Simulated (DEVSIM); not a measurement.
Structure: abrupt InP p-n junction, at 300 K.

Layer 1 from the left is InP, thickness (μm) 1.60, Na (cm⁻³) 1.4e17, τn (s) 5.5e-8, τp (s) 5.5e-8. Layer 2 from the left is InP, thickness (μm) 110, Nd (cm⁻³) 2.8e17, τn (s) 5.5e-8, τp (s) 5.5e-8.

Left contact: ohmic. Right contact: ohmic. Voltage is applied to the left contact. Recombination: SRH at mid-gap, radiative, Auger. Mobility is μmin + (μ − μmin)/(1 + (N/Nref)^α).

This is a model device: material constants are rounded textbook-type values typed into the input, and sizes, dopings and lifetimes were drawn at random. Values at 300 K.

InP: gap (eV) 1.344, affinity (eV) 4.38, permittivity 12.5, Nc (cm⁻³) 5.7e17, Nv (cm⁻³) 1.1e19, μn (cm²/Vs) 5200, μp (cm²/Vs) 170, μn,min 400, μp,min 10, Nref,n 3e17, Nref,p 4.9e17, αn 0.47, αp 0.62, B (cm³/s) 1.2e-10, Cn (cm⁶/s) 9e-31, Cp (cm⁶/s) 9e-31.

DEVSIM, 1D drift-diffusion, Boltzmann statistics, complete ionisation; no tunnelling, impact ionisation, image-force lowering or self-heating.

Dark forward current:

| |V| (V) | |J| (A/cm²) |
|---|---|
| 0.05 | 1.875e-11 |
| 0.10 | 6.522e-11 |
| 0.15 | 1.887e-10 |
| 0.20 | 5.216e-10 |
| 0.25 | 1.423e-9 |
| 0.30 | 3.874e-9 |
| 0.35 | 1.057e-8 |
| 0.40 | 2.909e-8 |
| 0.45 | 8.160e-8 |
| 0.50 | 2.389e-7 |
| 0.55 | 7.646e-7 |
| 0.60 | 2.858e-6 |
| 0.65 | 1.309e-5 |
| 0.70 | 7.205e-5 |
| 0.75 | 0.0004467 |
| 0.80 | 0.002942 |
| 0.85 | 0.01991 |
| 0.90 | 0.1362 |
| 0.95 | 0.9340 |
| 1.00 | 6.315 |
| 1.05 | 38.95 |
| 1.10 | 171.2 |
| 1.15 | 453.2 |
| 1.20 | 840.5 |
| 1.25 | 1285 |
| 1.30 | 1762 |

Work out the local ideality factor n = ΔV / (kT/q · ln(J2/J1)) between the rows 0.15 and 0.20 V, 0.90 and 0.95 V, 1.25 and 1.30 V.

kT/q = 25.85 mV. From 0.15 to 0.20 V: ln(5.216e-10/1.887e-10) = 1.017, n = 1.90, near the 2 of recombination in the depletion region. From 0.90 to 0.95 V: ln(0.9340/0.1362) = 1.925, n = 1.00, near the 1 of diffusion or emission over a barrier. From 1.25 to 1.30 V: ln(1762/1285) = 0.316, n = 6.13.

Estimate the current at 0.85 V from the Shockley equation with J0 = Σ q ni² D/(N L) coth(W/L), τ joining the SRH, radiative and Auger lifetimes that are on, and W taken as the whole layer.

ni² = 1.65e14 cm⁻⁶; electrons in the p layer: μ = 3230 cm²/Vs, D = 83.4 cm²/s, τ = 2.86e-8 s, L = 15.4 μm, W/L = 0.10, term 9.87e-17 A/cm²; holes in the n layer: μ = 104 cm²/Vs, D = 2.68 cm²/s, τ = 1.93e-8 s, L = 2.27 μm, W/L = 48, term 1.11e-18 A/cm². J0 = 9.98e-17 A/cm², and J = J0 exp(qV/kT) = 0.0190 A/cm². The simulation gives 0.0199 A/cm²; the estimate lies 4.4 % below. The estimate leaves out recombination in the depletion region and that region's share of W.
